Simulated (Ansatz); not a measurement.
Take ZrC in the rock salt structure (space group Fm-3m, No. 225; a = 4.669 Å; relaxed with 0.1 eV smearing) as the base. Axes: x, y, z lie along the cube axes.

Computed with PBEsol (Ansatz, a quantum-chemistry and plane-wave program, PAW, no SOC).

The change: an isotropic linear strain of −1.00 %, atoms relaxed at fixed cell.

Problem. Predict the stress tensor and what it implies for the stiffness.

Solution. Stress of the strained cell less that of the base (GPa, compression positive):
```
    7.6     0.0     0.0
    0.0     7.6     0.0
    0.0     0.0     7.6
```

Then B = −ΔP/(ΔV/V₀) with ΔV/V₀ = -0.0297 gives secant stiffness values (nonlinear terms included at this strain): B ≈ 255 GPa.

As a check, the harmonic strain energy −½ V₀ Δσ:ε is 9.0 meV/atom; the computed energy rise is 8.7 meV/atom.

Whether these cells are dynamically stable was not tested. All final runs are without spin polarisation.
